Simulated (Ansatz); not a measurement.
The parent structure is SiGe in the CsCl type structure (space group Pm-3m, No. 221; a hypothetical phase, not in the database extracts checked; relaxed with 0.1 eV smearing).

```yaml
crystal:
  lattice:
    - [3.20028, 0.00000, 0.00000]
    - [0.00000, 3.20028, 0.00000]
    - [0.00000, 0.00000, 3.20028]
  atoms:
    - { symbol: Ge, position: [0.00000, 0.00000, 0.00000] }
    - { symbol: Si, position: [0.50000, 0.50000, 0.50000] }
```

Cartesian axes are those of the cell as printed.

Calculations: PBEsol in Ansatz (plane waves to 420 eV, PAW, no SOC).

For the base:

```
Property   Result
--------  -------
Pressure  0.0 GPa
```

It is then changed as follows: biaxial strain +1.20 %, plane normal [110], relaxed out of plane (Cartesian); in-plane vectors clamped, the third vector and the atoms free.

Task: Estimate the effect on the ratio −ε⊥/ε∥, energy relative to the base and pressure.

Result: The ratio −ε⊥/ε∥ comes out as 1.41; the energy goes up by 0.9 meV/atom; the pressure (mean of the normal stresses, compression positive) goes from zero to -0.5 GPa.

Whether these cells are dynamically stable was not tested. The final runs are not spin-polarised.

Ansatz is an electronic-structure program.
